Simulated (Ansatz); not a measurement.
A thermal frame of Bi(001) slab, cut from rhombohedral Bi, cell Bi24, with vacuum along z, from MD with PBE at 520 K. These are PBE (plane waves, PAW; Ansatz, an electronic-structure program) values and carry that method's errors.

- plane-wave cutoff: 420 eV
- k-points: 2x2x1 mesh shifted by half a step in the plane
- Fermi-Dirac width: 0.086 eV
- spin: not polarised; no spin-orbit coupling

A check of the k-sampling: on the last frame of the same run a denser mesh moved the PBE forces by 0.051 eV/Å rms and the free energy by 2 meV/atom.

```xyz
24
Lattice="9.2256 0.0000 0.0000 -4.6128 7.9896 0.0000 0.0000 0.0000 21.8142" Properties=species:S:1:pos:R:3:forces:R:3 pbc="T T T"
Bi    0.3789    2.5055   15.9895   0.465  -0.756   0.897
Bi   -0.3482   -0.3157   14.6034   0.123   0.117   0.424
Bi   -0.4754   -0.1364    7.8461   0.207   0.207  -0.754
Bi    2.0087    1.0940    6.2390   0.085   0.104   0.301
Bi    2.0875    0.9618   12.1267   0.078   0.480  -0.145
Bi   -0.1596    2.4423   10.0512   0.779   0.029   0.015
Bi   -2.5703    6.5476   16.2061   0.432  -0.235   0.044
Bi   -1.9145    3.7530   14.7508  -1.106   0.576  -0.718
Bi   -2.5920    3.7592    7.6471   0.769  -0.050   0.102
Bi    0.0833    5.3995    6.0787  -0.466  -0.956  -0.092
Bi    0.0173    4.9205   11.7971   0.140   0.256   0.472
Bi   -2.2882    6.4106   10.5031  -0.292  -0.076  -0.390
Bi    4.9257    2.4560   16.3367  -0.211  -0.105  -0.303
Bi    4.6968   -0.3693   14.9313   0.077   0.092  -0.035
Bi    4.4173   -0.2645    7.8362  -0.450   0.687   0.431
Bi    6.3653    1.1162    5.9639   0.553   0.047   0.398
Bi    7.1825    1.2537   11.9736  -0.664  -0.378   0.360
Bi    4.5970    2.5469   10.8749  -0.322  -0.422  -0.648
Bi    2.3136    6.0177   16.6310  -0.012   0.492  -0.423
Bi    2.6687    3.8644   14.5286   0.170  -0.261   0.155
Bi    2.3121    3.9304    7.7043  -0.362  -0.391   0.150
Bi    4.5367    5.2705    6.1810  -0.230   0.288  -0.546
Bi    4.4617    5.2879   12.1268   0.237   0.340  -0.205
Bi    2.2380    6.5495   10.2519   0.003  -0.086   0.511
```

| Item | Result |
|---|---|
| free energy on this k-sampling (the code's own zero, frozen cores included) | -297513.8 eV |
| rms force component | 0.420 eV/Å |
| largest force | 1.44 eV/Å on atom 8 |
